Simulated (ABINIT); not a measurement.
ABINIT run on BePd (Pm-3m, 2 atoms in the cell): self-consistent single point

Level of theory: LDA (PW92), PAW (JTH v2.0 LDA PAW) (plane waves; ABINIT).

This input was run:

```
# BePd, JTH v2.0 LDA PAW
pp_dirpath "./"
pseudos "Be.LDA_PW-JTH.xml, Pd.LDA_PW-JTH.xml"
acell 3*1.0
rprim
         5.2972897212    0.0000000000    0.0000000000
         0.0000000000    5.2972897212    0.0000000000
         0.0000000000    0.0000000000    5.2972897212
natom 2
ntypat 2
znucl 4 46
typat 1 2
xred
         0.0000000000    0.0000000000    0.0000000000
         0.5000000000    0.5000000000    0.5000000000
ecut 24
pawecutdg 48
pawxcdev 0
occopt 3
tsmear 0.1 eV
nband 16
kptopt 1
ngkpt 7 7 7
nshiftk 1
shiftk 0 0 0
nstep 80
tolvrs 1.0e-11
prtwf 0
prtden 0
enunit 1
```

Log, with long lists cut:

```
 Symmetries : space group Pm -3 m (#221); Bravais cP (primitive cubic)

 -outvars: echo values of preprocessed input variables --------
            acell      1.0000000000E+00  1.0000000000E+00  1.0000000000E+00 Bohr
             ecut      2.40000000E+01 Hartree
           enunit           1
              ixc       -1012
         kptrlatt        7    0    0      0    7    0      0    0    7
          kptrlen      3.70810280E+01
            natom           2
            nband          16
            ngfft          24      24      24
          ngfftdg          36      36      36
             nkpt          20
            nstep          80
             nsym          48
           ntypat           2
           occopt           3
        pawecutdg      4.80000000E+01 Hartree
         pawxcdev           0
            rprim      5.2972897212E+00  0.0000000000E+00  0.0000000000E+00
                       0.0000000000E+00  5.2972897212E+00  0.0000000000E+00
                       0.0000000000E+00  0.0000000000E+00  5.2972897212E+00
          spgroup         221
           tolvrs      1.00000000E-11
           tsmear      3.67493254E-03 Hartree
            typat      1  2
           useylm           1
             xred      0.0000000000E+00  0.0000000000E+00  0.0000000000E+00
                       5.0000000000E-01  5.0000000000E-01  5.0000000000E-01
            znucl        4.00000   46.00000

== DATASET  1 ==================================================================

 Real(R)+Recip(G) space primitive vectors, cartesian coordinates (Bohr,Bohr^-1):
 R(1)=  5.2972897  0.0000000  0.0000000  G(1)=  0.1887758  0.0000000  0.0000000
 R(2)=  0.0000000  5.2972897  0.0000000  G(2)=  0.0000000  0.1887758  0.0000000
 R(3)=  0.0000000  0.0000000  5.2972897  G(3)=  0.0000000  0.0000000  0.1887758
 Unit cell volume ucvol=  1.4864872E+02 bohr^3
 Angles (23,13,12)=  9.00000000E+01  9.00000000E+01  9.00000000E+01 degrees

 Coarse grid specifications (used for wave-functions):

 getcut: wavevector=  0.0000  0.0000  0.0000  ngfft=  24  24  24
         ecut(hartree)=     24.000   => boxcut(ratio)=   2.05441

 Fine grid specifications (used for densities):

 getcut: wavevector=  0.0000  0.0000  0.0000  ngfft=  36  36  36
         ecut(hartree)=     48.000   => boxcut(ratio)=   2.17903

   1.06978736E+03                                ecore*ucvol(ha*bohr**3)

_setup2: Arith. and geom. avg. npw (full set) are     834.242     834.223

--- !BeginCycle
solver: {iscf: 17, nstep: 80, nline: 4, wfoptalg: 10, }
tolerances: {tolvrs: 1.00E-11, }
...

     iter   Etot(hartree)      deltaE(h)  residm     nres2
 ETOT  1  -138.12644451553    -1.381E+02 6.476E+01 9.606E+01
 ETOT  2  -143.95878352064    -5.832E+00 1.042E-01 8.072E+01
 ETOT  3  -143.73012371124     2.287E-01 8.500E-02 1.072E+01
 ETOT  4  -143.74458520392    -1.446E-02 2.815E-02 7.293E+00
 ETOT  5  -143.74056766440     4.018E-03 1.066E-02 5.732E+00
 ETOT  6  -143.72991439309     1.065E-02 1.136E-03 1.797E+00
   [... 22 lines left out ...]
 ETOT 29  -143.72754859260    -1.137E-13 1.854E-06 5.624E-11
 ETOT 30  -143.72754859260    -1.990E-13 1.167E-06 3.749E-10
 ETOT 31  -143.72754859260     1.705E-13 1.265E-06 3.870E-10
 ETOT 32  -143.72754859260     3.411E-13 7.958E-07 3.855E-11
 ETOT 33  -143.72754859260     5.400E-13 8.634E-07 1.895E-12

 At SCF step   33       nres2   =  1.90E-12 < tolvrs=  1.00E-11 =>converged.

 Cartesian components of stress tensor (hartree/bohr^3)
  sigma(1 1)=  2.16834274E-04  sigma(3 2)=  0.00000000E+00
  sigma(2 2)=  2.16834274E-04  sigma(3 1)=  0.00000000E+00
  sigma(3 3)=  2.16834274E-04  sigma(2 1)=  0.00000000E+00

 ----iterations are completed or convergence reached----

 reduced coordinates (array xred) for    2 atoms
       0.000000000000      0.000000000000      0.000000000000
       0.500000000000      0.500000000000      0.500000000000
 cartesian forces (eV/Angstrom) at end:
    1     -0.00000000000000    -0.00000000000000    -0.00000000000000
    2     -0.00000000000000    -0.00000000000000    -0.00000000000000
 frms,max,avg= 0.0000000E+00 0.0000000E+00   0.000E+00  0.000E+00  0.000E+00 e/A
 length scales=  1.000000000000  1.000000000000  1.000000000000 bohr
              =  0.529177208590  0.529177208590  0.529177208590 angstroms
 Fermi (or HOMO) energy (eV) =  11.46377   Average Vxc (eV)= -12.25983
 Eigenvalues (   eV  ) for nkpt=  20  k points:
 kpt#   1, nband= 16, wtk=  0.00292, kpt=  0.0000  0.0000  0.0000 (reduced coord)
 -87.75101  -73.95469  -39.66721  -39.66721  -39.66721    1.55416    5.62437    5.62437
   8.97029    8.97029    8.97029   16.61984   16.61984   16.61984   25.76256   25.76256
 prteigrs : prtvol=0 or 1, do not print more k-points.

--- !EnergyTerms
comment             : Components of total free energy in Hartree
kinetic             :  1.49413999212734E+01
hartree             :  1.88512204641723E+01
xc                  : -5.13827784199335E+00
Ewald energy        : -1.01954016068309E+02
psp_core            :  7.19674783238268E+00
local_psp           : -6.14556596997539E+01
spherical_terms     : -1.61679918174554E+01
internal            : -1.43726577209683E+02
'-kT*entropy'       : -9.72543576286226E-04
total_energy        : -1.43727549753259E+02
total_energy_eV     : -3.91102552759319E+03
...

-Cartesian components of stress tensor (GPa)         [Pressure= -6.3795E+00 GPa]
- sigma(1 1)=  6.37948352E+00  sigma(3 2)=  0.00000000E+00
- sigma(2 2)=  6.37948352E+00  sigma(3 1)=  0.00000000E+00
- sigma(3 3)=  6.37948352E+00  sigma(2 1)=  0.00000000E+00

 Calculation completed.
```

The run converged in 33 iterations.

The starting cell comes from a database of computed structures (which also holds hypothetical and non-ambient phases and stackings), without a prior relaxation at this level. Its lattice was rescaled by up to half a per cent. Spin polarisation is off. With a pressure of about -6 GPa the cell is away from its equilibrium volume at this level.

Cost on one core of a shared machine: roughly 30 s.
